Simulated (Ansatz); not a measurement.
Where the default PAW files enter, the runs use the earlier of Ansatz's two default sets.

```
BN
1.0
    2.56397     0.00000     0.00000
   -1.28198     2.22046     0.00000
    1.28198    -0.74015     2.09347
B N
1 1
Direct
  0.00000   0.00000   0.00000
  0.75000   0.25000   0.75000
```

Space group of this cell: F-43m, zinc blende. The cell is taken as given; by r2SCAN its mean pressure is -5.4 GPa.

Level of theory: r2SCAN (plane waves, PAW; Ansatz, a program for electronic structure).

The current runs along the normal of the first two printed vectors; no spin-orbit coupling. Scaled by the factor s: both lengths across the current (ions clamped). Meshes 14×14×14 and 18×18 across the current in all rows.

| s | mean pressure (GPa) | slowest mid-gap decay constant κ (1/Å) |
|---|---|---|
| 0.98 | 11.0 | ? |
| 1.00 | -5.4 | 0.339 |
| 1.02 | -18.9 | 0.355 |

Take the slope of the slowest mid-gap decay constant κ against ln s from the two given rows, extrapolate to s = 0.98, and say what the run there gives.

Slope = (0.355 − 0.339) / ln 1.02 = 0.808 1/Å. The line gives 0.339 + (0.808) × ln 0.98 = 0.323 1/Å. The run gives 0.325 1/Å, 0.002 1/Å over the line, 14 % of the predicted step.
